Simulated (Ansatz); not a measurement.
## rock-salt NbN (0 0 1) on zinc-blende GaSb (0 0 1) (film strained to the substrate, started from cuts of the bulks and a machine-learned relaxation; slabs Ga5Sb6 and N12Nb12, which can lie off the formulas)

A periodic stack without vacuum, rock-salt NbN (0 0 1) on zinc-blende GaSb (0 0 1) (film strained to the substrate, started from cuts of the bulks and a machine-learned relaxation; slabs Ga5Sb6 and N12Nb12, which can lie off the formulas): substrate slab Ga5Sb6, film N12Nb12, surface cells [[1, 0], [1, 1]] and [[0, -1], [2, 1]], film strained by -0.6 and -0.6 %, outermost planes Sb/Sb and NNb/NNb as cut, which need not be the usual terminations and can put a slab off its formula.

The start was prepared with a machine-learned potential, and the result is one local minimum, with the in-plane cell held and forces under 0.04 eV/Å; the film can end far from its bulk form.

These are PBE (plane waves to 420 eV, PAW; Ansatz, an electronic-structure program) values and carry that method's errors. Spin–orbit coupling is left out; the runs are not spin-polarised. Its k-point mesh 7×7×1, Fermi–Dirac width 0.05 eV.

interface area: 19.3 Å²
period: 32.39 Å
heights between the nearest atoms of the two slabs at the two interfaces: 2.80 and 2.79 Å
Nb–Sb contacts across the interfaces within 1.22 times the sum of covalent radii: 2, mean 2.91 Å

```yaml
crystal:
  lattice:
    - [4.39236, -0.00076, 0.07381]
    - [-0.00074, 4.39207, 0.08963]
    - [1.63840, -0.80843, 32.41659]
  atoms:
    - { symbol: Ga, position: [0.04769, 0.98348, 0.18891] }
    - { symbol: Ga, position: [0.59600, 0.47956, 0.09227] }
    - { symbol: Ga, position: [0.95140, 0.98756, 0.38054] }
    - { symbol: Ga, position: [0.49867, 0.48603, 0.28472] }
    - { symbol: Ga, position: [0.40107, 0.49053, 0.47713] }
    - { symbol: Sb, position: [0.07184, 0.48187, 0.14112] }
    - { symbol: Sb, position: [0.62774, 0.97801, 0.04602] }
    - { symbol: Sb, position: [0.97484, 0.48625, 0.33257] }
    - { symbol: Sb, position: [0.52351, 0.98453, 0.23689] }
    - { symbol: Sb, position: [0.87867, 0.48350, 0.52343] }
    - { symbol: Sb, position: [0.42763, 0.98876, 0.42831] }
    - { symbol: N, position: [0.83407, 0.46263, 0.68335] }
    - { symbol: N, position: [0.30510, 0.99125, 0.68300] }
    - { symbol: N, position: [0.35499, 0.46881, 0.60990] }
    - { symbol: N, position: [0.86288, 0.97536, 0.61113] }
    - { symbol: N, position: [0.76822, 0.47021, 0.82144] }
    - { symbol: N, position: [0.23749, 0.99741, 0.82086] }
    - { symbol: N, position: [0.27472, 0.45980, 0.74820] }
    - { symbol: N, position: [0.80486, 0.98859, 0.74850] }
    - { symbol: N, position: [0.68807, 0.48281, 0.95993] }
    - { symbol: N, position: [0.18239, 0.98922, 0.95810] }
    - { symbol: N, position: [0.20572, 0.46575, 0.88651] }
    - { symbol: N, position: [0.73340, 0.99571, 0.88620] }
    - { symbol: Nb, position: [0.33732, 0.49033, 0.67873] }
    - { symbol: Nb, position: [0.80753, 0.96122, 0.67917] }
    - { symbol: Nb, position: [0.85276, 0.47550, 0.61327] }
    - { symbol: Nb, position: [0.36037, 0.96759, 0.61728] }
    - { symbol: Nb, position: [0.27302, 0.49863, 0.81570] }
    - { symbol: Nb, position: [0.73778, 0.96811, 0.81655] }
    - { symbol: Nb, position: [0.77081, 0.49049, 0.75312] }
    - { symbol: Nb, position: [0.30396, 0.95805, 0.75361] }
    - { symbol: Nb, position: [0.19289, 0.48985, 0.95229] }
    - { symbol: Nb, position: [0.68294, 0.98227, 0.95627] }
    - { symbol: Nb, position: [0.70467, 0.49659, 0.89116] }
    - { symbol: Nb, position: [0.23343, 0.96577, 0.88999] }
```
